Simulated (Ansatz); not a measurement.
## A computed series for WSe2: response to strain

Take WSe2 (space group P6_3/mmc, No. 194; a = 3.2305 Å, c = 12.4111 Å; layered, stacked along the Cartesian z axis) as the base.

Strains are applied to the cell and any free atomic positions relax.

The values are results of PBEsol-D3(BJ)/PAW in Ansatz (a first-principles code), spin-orbit coupling left out, not measurements.

Notes on the quantities. energy relative to the base: free energy F.

```csv
isotropic strain (%),energy relative to the base (meV/atom)
-3,43.6
-2.4,27.1
-1.8,14.8
-1.2,?
-0.6,1.6
0,0.0
```

Fit ΔE = Aε² + Bε³ (ε in %) to the rows shown and predict the withheld row.

Least squares on the printed values gives A = 4.16 and B = -0.23 meV/atom (largest residual 0.1 meV/atom); this predicts 6.4 meV/atom, and the run gives 6.4 meV/atom, in agreement.

Stability against distortions was not tested.
